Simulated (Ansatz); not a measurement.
A relaxation of cell and atoms of ZrC (Fm-3m, 2 atoms in the cell) with Ansatz (a first-principles code).

Method of the run: PBE (plane waves, PAW; Ansatz).

```
CELL_PARAMETERS angstrom
      0.00000     2.35643     2.35643
      2.35643     0.00000     2.35643
      2.35643     2.35643     0.00000
ATOMIC_POSITIONS crystal
  Zr 0.00000 0.00000 0.00000
  C  0.50000 0.50000 0.50000
```

Reference input (self-consistent single point, DFT, PBE, plane waves, default PAW files): kpoints.mp_grid.grid = 8 8 8; hamiltonian.xc = pbe; hamiltonian.pseudopotentials = {kind: paw} (the program's default PAW files); scf.occupations.method = cold; scf.occupations.width = 0.1 eV. This run's input differs from it in these lines:

```diff
@@ -15,2 +15,4 @@
   occupations: { method: cold, width: 0.1 eV }
+relax:
+  cell: {}
 output:
```

Output, abridged:

```
   [... SCF lines of the steps left out ...]
relax step   1: F+E_penalty+E_count = -4436.49282852 eV  Δ(F+E_penalty+E_count) = +0.000e0 eV  max|allowed force component| = 4.273e-30 eV/Å  Δτ_max = 0.0000 Å  P = -0.578 GPa  Ω = 26.170 Å³  (5 SCF iters, dr2 threshold 1.00e-7 eV, accepted)
relax step   2: F+E_penalty+E_count = -4436.49300982 eV  Δ(F+E_penalty+E_count) = -1.813e-4 eV  max|allowed force component| = 2.169e-30 eV/Å  Δτ_max = 0.0000 Å  P = +0.532 GPa  Ω = 26.040 Å³  energy of the carried Pulay correction = +1.609e-4 eV  [...]
relax step   3: F+E_penalty+E_count = -4436.49303496 eV  Δ(F+E_penalty+E_count) = -2.514e-5 eV  max|allowed force component| = 3.550e-30 eV/Å  Δτ_max = 0.0000 Å  P = -0.002 GPa  Ω = 26.102 Å³  energy of the carried Pulay correction = +8.388e-5 eV  [...]
relax step   4: F+E_penalty+E_count = -4436.49301084 eV  Δ(F+E_penalty+E_count) = +2.412e-5 eV  max|allowed force component| = 2.301e-30 eV/Å  Δτ_max = 0.0000 Å  P = -0.006 GPa  Ω = 26.102 Å³  stress off target by 6.30e-3 GPa  SCF on the basis [...]
basis re-selected at this cell: Δ(F+E_penalty+E_count) = +2.412e-5 eV, ΔP = -0.004 GPa vs the last step
the relaxation is at rest under the 48 symmetry operations that the run kept from its start: a minimum is not shown …
Stability not checked (fill_not_monotonic)
Free energy (F): -4436.493011 eV
Internal energy: -4436.492740 eV  (E = F + TS)
   [... lines left out ...]
Fermi energy:    14.727915 eV
   [... lines left out ...]
  cell:  # Å, volume = 26.1020 Å³
    - [-1.1155145229976313e-33, 2.3544066579769916, 2.3544066579769916]
    - [2.3544066579769916, -1.0190744065791178e-33, 2.3544066579769916]
    - [2.3544066579769916, 2.3544066579769916, -5.040698790501605e-34]
  atoms:
    - { symbol: Zr, position: [-3.7247046857160475e-37, 6.917308702064863e-37, 1.1174114057189276e-36] }
    - { symbol: C, position: [0.5, 0.5, 0.5] }
```

The run converged. 

Summary of the result:
| Property | Result |
|---|---|
| Free energy E − TS (on the zero of these files) | -4436.4930 eV |
| Fermi level (on the code's own zero) | 14.73 eV |
| Pressure | -0.01 GPa |
| Final cell | a = 3.3296 Å, b = 3.3296 Å, c = 3.3296 Å, α = 60.00°, β = 60.00°, γ = 60.00° |
| Final volume per atom | 13.05 Å³ |
| Relaxation steps | 4 |

The starting cell comes from a database of computed structures (which also holds hypothetical and non-ambient phases and stackings), without a prior relaxation at this level. The relaxation keeps the symmetry of its start, so its end need not be a minimum. Ansatz's pressure includes its estimate of the finite-basis (Pulay) stress.

Keys are those of Ansatz 0.2.
